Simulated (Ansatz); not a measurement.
Here is the system:

```
MgTe
1.0
    4.48630     0.00000     0.00000
   -2.24315     3.88525     0.00000
    0.00000     0.00000     7.28784
Mg Te
2 2
Direct
  0.33333   0.66667   0.99655
  0.66667   0.33333   0.49655
  0.33333   0.66667   0.37345
  0.66667   0.33333   0.87345
```

Calculation: PBEsol with spin-orbit coupling, rigid bands (plane waves, PAW; Ansatz, an electronic-structure program). Condition of this run: hydrostatic pressure 2 GPa (the target of the relaxation). Cell: cell and atoms relaxed with PBEsol, then loaded as said.

Question: What conductivity effective mass do dilute holes have at 300 K?

Answer: 1.30 (x), 1.30 (y), 0.83 (z) mₑ.

Question: What conductivity effective mass do dilute electrons have at 300 K?

Answer: 0.184 (x), 0.184 (y), 0.165 (z) mₑ.

Question: And the band gap?

Answer: 2.35 eV at this level; semilocal functionals usually fall short of the measured gap.

Rigid bands, one relaxation time for all states, no polarons.
